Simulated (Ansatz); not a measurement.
SnO₂ (P4_2/mnm) under biaxial stress in the c plane (compression positive): hole mass along z by PBE, rigid bands (plane waves, PAW, scalar-relativistic; Ansatz, a quantum-chemistry and plane-wave program). The unloaded cell, whose axes the loads refer to:

Space group P4₂/mnm (No. 136); a = b = 4.7691 Å, c = 3.2120 Å, α = β = γ = 90.00°

| atom | site | symmetry | x | y | z |
|---|---|---|---|---|---|
| Sn | 2a | m.mm | 0.0000 | 0.0000 | 0.0000 |
| O | 4f | m.2m | 0.3063 | 0.3063 | 0.0000 |

| biaxial stress in the c plane (compression positive) (GPa) | volume per atom (Å³) | hole mass along z (mₑ) |
|---|---|---|
| -6 | 12.55 | 2.31 |
| -4 | 12.41 | ? |
| -2 | 12.29 | 2.11 |
| 0 | 12.18 | 2.02 |
| 2 | 12.07 | 1.94 |
| 4 | 11.97 | 1.88 |
| 6 | 11.88 | 1.82 |

### Question
Fit a straight line to ln(hole mass along z) against the load over the rows given, and predict the row at -4 GPa.

### Answer
The means are x̄ = 0.667 GPa and ȳ = 0.6966; Σ(x − x̄)(y − ȳ) = -1.860 and Σ(x − x̄)² = 93.33, so the slope is -1.99 % per GPa, and the rows given lie within 0.85 % of the line. At -4 GPa the line gives 2.20 mₑ; the calculation gives 2.20 mₑ, 0.12 % from it.

Masses are for dilute carriers at 300 K, harmonic means over directions unless an axis is named. Spin-orbit coupling is left out. Stresses and pressures are the targets of the relaxation. The structure type is held at every load. Geometry: cell and atoms relaxed with PBEsol.
